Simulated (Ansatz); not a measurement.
Start from TiO$_{2}$ in the anatase structure (space group I4_1/amd, No. 141; a = 3.770 Å, c = 9.552 Å).

Now apply this change: cell and atoms relaxed at a pressure of 18 GPa.

Levels (all Ansatz, an electronic-structure program, PAW): PBEsol (420 eV, spin-orbit coupling left out); HSE06 (420 eV, no spin-orbit coupling).

The geometry is relaxed with PBEsol.

| Property | Result |
|---|---|
| PBEsol band gap | 1.89 eV |

With HSE06 at the same geometry, the band gap rises by 1.56 eV to 3.45 eV.

Single points use the geometry relaxed with PBEsol. HSE06 was sampled on its mesh, a few special points and the semilocal edge points, so its gap is an upper bound. Load acts through the strain it causes; cell and atoms are relaxed under it. Stability against distortions was not tested. Competing high-pressure phases were not computed. The final runs are not spin-polarised.
